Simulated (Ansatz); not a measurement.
The parent structure is HfO2 in the fluorite structure (space group Fm-3m, No. 225; a = 5.059 Å).

The values are results of Ansatz (a first-principles code) r2SCAN, no spin-orbit coupling, earlier PAW set, not measurements.

Before the change:

The gap character is direct at X. The shortest interatomic distance is 2.191 Å and the band gap comes out as 4.30 eV.

Now apply this change: hydrostatic tension (pressure −1 GPa).

Q: Estimate the effect on the gap character.

A: The gap character is still direct at X.

Q: How does this affect the shortest interatomic distance?

A: The shortest interatomic distance rises by 0.0027 Å to 2.193 Å.

Q: Estimate the effect on the band gap.

A: The band gap drops by 0.01 eV, from 4.30 eV to 4.29 eV.

With Hf present, leaving out spin-orbit coupling can change the band edges. Load acts through the strain it causes; cell and atoms are relaxed under it. No phonon test of stability was made. This is not the structure that HfO2 has at room temperature and ambient pressure.
